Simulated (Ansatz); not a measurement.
The reference is GaS in the beta-GaS type structure (space group P6_3/mmc, No. 194; a = 3.5906 Å, c = 15.4487 Å; layered, stacked along the Cartesian z axis).

All numbers come from Ansatz (an electronic-structure program) PBE-D3(BJ), scalar-relativistic without spin-orbit coupling.

For the base:

```
Quantity                   Value
---------------  ---------------
Volume per atom         21.56 Å³
Band gap                 1.56 eV
Gap character    indirect, Γ → M
```

It is then changed as follows: every S is replaced by O, then cell and atoms are relaxed.

Tabulated Pauling electronegativity and covalent radius: S 2.58, 1.05 Å; O 3.44, 0.66 Å.

Problem. How does this affect the volume per atom?

Solution. The volume per atom decreases by 8.355 Å³, from 21.56 Å³ to 13.21 Å³.

Problem. Estimate the effect on the band gap.

Solution. The band gap shrinks by 0.61 eV (1.56 eV → 0.95 eV).

Problem. How does this affect the gap character?

Solution. The gap character changes from indirect, Γ → M to direct at Γ.

Gaps are read on the SCF mesh and a high-symmetry path. No phonon test of stability was made. As relaxed here, GaO is a hypothetical phase, not in the database extracts checked.
